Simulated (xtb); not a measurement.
xtb 6.7.1, GFN2-xTB: Ga(Me)2(AsH2) anion ([CH3][Ga]([CH3])[AsH2]), charge -1, multiplicity 2, 12 atoms. The geometry is a generated start, not checked to be a minimum at this level.

- run flags: --grad
- method: GFN2-xTB
- --acc: 1 (default)
- --etemp (K): 300 (default)
- basis functions: 36
- valence electrons: 25

```xyz
12

Ga     0.0154     0.2882    -0.0001
C      1.7747    -0.4325    -0.7874
H      1.9048    -1.5038    -0.6036
H      2.6373     0.0784    -0.3426
H      1.8258    -0.2662    -1.8697
C     -0.7327    -0.6467     1.6743
H     -1.2443    -1.5775     1.4007
H     -1.4567    -0.0204     2.2083
H      0.0651    -0.9126     2.3747
As    -1.1618     2.1702    -1.0847
H     -2.4512     1.5161    -0.6446
H     -1.1764     1.3068    -2.3253
```

Charge -1 and multiplicity 2 are set for this test and not shown to be the ground state. GFN-xTB has no spin term: --uhf 1 sets the occupations alone.

One run each on 1 thread. Values of broydamp tried: 0.02, 0.05, 0.1, 0.2, 0.4 (default), 0.6, 0.8, 1.

Task: How does the count of SCC iterations change with broydamp, and where is it least?

Result: Fewest SCC iterations, within one of each other: 0.4 (default) with 13, 0.6 with 12, 0.8 with 12, 1 with 13. The count rises to 18 at 0.02. All converge to one solution.

```tsv
broydamp	SCC iterations	end
0.02	18	same solution
0.05	17	same solution
0.1	16	same solution
0.2	14	same solution
0.4 (default)	13	same solution
0.6	12	same solution
0.8	12	same solution
1	13	same solution
```
